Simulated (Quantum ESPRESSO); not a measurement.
**Several settings converged on CsCaH₃ (Pm-3m, 5 atoms in the cell)**

```xyz
5
Lattice="4.5981 0.0000 0.0000 0.0000 4.5981 0.0000 0.0000 0.0000 4.5981" Properties=species:S:1:pos:R:3 pbc="T T T"
Cs     0.0000     0.0000     0.0000
Ca     2.2990     2.2990     2.2990
H      2.2990     0.0000     2.2990
H      0.0000     2.2990     2.2990
H      2.2990     2.2990     0.0000
```

Base method: LDA (PZ), GBRV 1.5 ultrasoft (LDA) pseudopotentials (plane waves; Quantum ESPRESSO 7.5).

Base settings: ecutwfc = 40 Ry; ecutrho = 200 Ry; occupations = fixed; potentials = {Cs: cs_lda_v1.uspp.F.UPF, Ca: ca_lda_v1.uspp.F.UPF, H: h_lda_v1.4.uspp.F.UPF}; K_POINTS = automatic 3 3 3 0 0 0; nbnd = 15; conv_thr = 1e-10 Ry; mixing_beta = 0.7.

**Zone-centre phonons against the mesh**

In this ladder: ph.x.tr2_ph = 1e-14; ph.x.fildyn = dyn.G; ph.x.epsil = true; dynmat.x.fildyn = dyn.G; dynmat.x.asr = simple.

Frequencies are those of the unrelaxed cell, without the LO-TO term of polar crystals.

Only quantities that move along the ladder and can be compared are tabulated.

| K_POINTS | highest zone-centre frequency (cm⁻¹) | lowest optical frequency (cm⁻¹) | largest Born charge (mean of the diagonal) (e) | mean ε∞ |
|---|---|---|---|---|
| automatic 2 2 2 0 0 0 | 969.8 | 95.0 | 2.164 | 4.783 |
| automatic 4 4 4 0 0 0 | 976.7 | 103.5 | 1.920 | 3.683 |
| automatic 5 5 5 0 0 0 | 976.9 | 103.5 | 1.915 | 3.653 |
| automatic 6 6 6 0 0 0 | 976.8 | 103.5 | 1.916 | 3.656 |
| automatic 7 7 7 0 0 0 | 977.0 | 103.5 | 1.915 | 3.655 |
| automatic 11 11 11 0 0 0 | 977.1 | 103.5 | 1.915 | 3.655 |

Coarsest K_POINTS that holds the mean ε∞ within 0.2 of the last step, with all finer ones: automatic 4 4 4 0 0 0; the step before is off by 1.1.

Coarsest K_POINTS that holds the lowest optical frequency within 2 cm⁻¹ of the last step, with all finer ones: automatic 4 4 4 0 0 0; the step before is off by 8.5 cm⁻¹.

Coarsest K_POINTS that holds the highest zone-centre frequency within 2 cm⁻¹ of the last step, with all finer ones: automatic 4 4 4 0 0 0; the step before is off by 7.3 cm⁻¹.

**The force threshold of a relaxation**

On CsCaH3 (P4mm, 5 atoms in the cell): one atom moved by 0.15 angstrom.

In this ladder: calculation = relax; tprnfor = default; tstress = default.

The mesh stays at the base's, so the ladder's end is converged at best in this setting alone.

Only quantities that move along the ladder and can be compared are tabulated.

```csv
forc_conv_thr,free energy less the last step's (meV/atom),largest force left (eV/Å),relaxation steps
0.0078 Ry/bohr,2.85,0.2004,1
0.0039 Ry/bohr,0.21,0.0701,8
0.0019 Ry/bohr,0.08,0.0234,10
0.00078 Ry/bohr,0.02,0.0184,15
0.00019 Ry/bohr,0.00,0.0026,17
3.9e-05 Ry/bohr,0.00,0.0000,19
```

Coarsest forc_conv_thr that holds the largest force left within 0.02 eV/Å of the last step, with all finer ones: 0.00078 Ry/bohr; the step before is off by 0.023 eV/Å.

Coarsest forc_conv_thr that holds the free energy within 0.1 meV/atom of the last step, with all finer ones: 0.0019 Ry/bohr; the step before is off by 0.21 meV/atom.

**The dielectric constant against shifted meshes**

In this ladder: ph.x.tr2_ph = 1e-14; ph.x.trans = false; ph.x.epsil = true; ph.x.zeu = true.

Only quantities that move along the ladder and can be compared are tabulated.

| K_POINTS | largest Born charge (mean of the diagonal) (e) | mean ε∞ |
|---|---|---|
| automatic 2 2 2 1 1 1 | 1.988 | 3.778 |
| automatic 3 3 3 1 1 1 | 1.911 | 3.646 |
| automatic 4 4 4 1 1 1 | 1.916 | 3.659 |
| automatic 6 6 6 1 1 1 | 1.915 | 3.655 |
| automatic 9 9 9 1 1 1 | 1.915 | 3.655 |
| automatic 13 13 13 1 1 1 | 1.915 | 3.655 |

Coarsest K_POINTS that holds the largest Born charge (mean of the diagonal) within 0.05 e of the last step, with all finer ones: automatic 3 3 3 1 1 1; the step before is off by 0.073 e.

Coarsest K_POINTS that holds the mean ε∞ within 0.02 of the last step, with all finer ones: automatic 3 3 3 1 1 1; the step before is off by 0.12.

On the base run: the starting cell comes from a database of computed structures (which also holds hypothetical and non-ambient phases and stackings), without a prior relaxation at this level. Its lattice was rescaled by up to half a per cent.
